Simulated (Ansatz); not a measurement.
# One base run on SiNi₂ (Pnma, 12 atoms in the cell) and variants with one or two settings moved

```yaml
crystal:
  lattice:
    - [4.85678, 0.00000, 0.00000]
    - [0.00000, 3.64335, 0.00000]
    - [0.00000, 0.00000, 6.89984]
  atoms:
    - { symbol: Si, position: [0.29080, 0.25000, 0.61334] }
    - { symbol: Si, position: [0.70920, 0.75000, 0.38666] }
    - { symbol: Si, position: [0.20920, 0.75000, 0.11334] }
    - { symbol: Si, position: [0.79080, 0.25000, 0.88666] }
    - { symbol: Ni, position: [0.45788, 0.25000, 0.29275] }
    - { symbol: Ni, position: [0.54212, 0.75000, 0.70725] }
    - { symbol: Ni, position: [0.04212, 0.75000, 0.79275] }
    - { symbol: Ni, position: [0.95788, 0.25000, 0.20725] }
    - { symbol: Ni, position: [0.32885, 0.25000, 0.93955] }
    - { symbol: Ni, position: [0.67115, 0.75000, 0.06045] }
    - { symbol: Ni, position: [0.17115, 0.75000, 0.43955] }
    - { symbol: Ni, position: [0.82885, 0.25000, 0.56045] }
```

Base run A: PBE, PAW files in Ansatz (a quantum-chemistry and plane-wave program), self-consistent single point.

Its settings: basis.ecutwfc = 420 eV; kpoints.mp_grid.grid = 5 6 4; hamiltonian.xc = pbe; hamiltonian.pseudopotentials = {kind: paw} (the program's default PAW files); scf.occupations.method = methfessel_paxton; scf.occupations.width = 0.1 eV.

The starting cell comes from a database of computed structures (which also holds hypothetical and non-ambient phases and stackings), without a prior relaxation at this level. Its lattice was rescaled by a random factor within 2.5 % of one. Spin polarisation is off. In the base run, with a pressure of about 20 GPa the cell is away from its equilibrium volume at this level. Ansatz's pressure includes its estimate of the finite-basis (Pulay) stress.

ΔF is the free energy per atom less that of run A. 

Run A gave: pressure (GPa) 19.66; largest force (eV/Å) 0.100; k-points 36; valence electrons 160.

Runs:
- B: 1 x 1 x 2 supercell, mesh divided to match; kpoints.mp_grid.grid: 5 6 4 → 5 6 2
- C: scf.convergence.dr2_threshold: default (1e-07 eV) → 0.001 eV
- D: parallel starting moments (0 0 0 0 0.1 0.1 0.1 0.1 0.1 0.1 0.1 0.1 μB); magnetization.spin_polarized: default → true
- E: scf.occupations.width: 0.1 eV → 0.025 eV
- F: kpoints.mp_grid.grid: 5 6 4 → 4 5 3
- G: scf.occupations.method: methfessel_paxton → cold; scf.occupations.width: 0.1 eV → 0.3 eV
- H: scf.mixing.preconditioner: default (the program chose Kerker) → ldos
- I: scf.mixing.algorithm: default (the program chose MSR1) → anderson; scf.mixing.beta: default → 0.2
- J: scf.mixing.algorithm: default (the program chose MSR1) → broyden

Question: What does run G change against A?

Answer: The free energy falls by 2.2 meV/atom, the pressure stays near 19.63 GPa while the yy stress (positive for compression) goes from 20.96 to 20.53 GPa and the largest force goes from 0.100 to 0.090 eV/Å.

```
run  ΔF (meV/atom)  pressure (GPa)  largest force (eV/Å)  k-points  valence electrons
---  -------------  --------------  --------------------  --------  -----------------
A             0.00           19.66                 0.100        36                160
B             0.00           19.66                 0.100        24                320
C             0.01           19.68                 0.103        36                160
D             0.00           19.66                 0.100        36                160
E             0.53           19.67                 0.097        36                160
F              3.7           19.76                 0.110        18                160
G             -2.2           19.63                 0.090        36                160
H             0.00           19.66                 0.100        36                160
I             0.00           19.66                 0.100        36                160
J             0.00           19.66                 0.100        36                160
```

Keys are those of Ansatz 0.2.
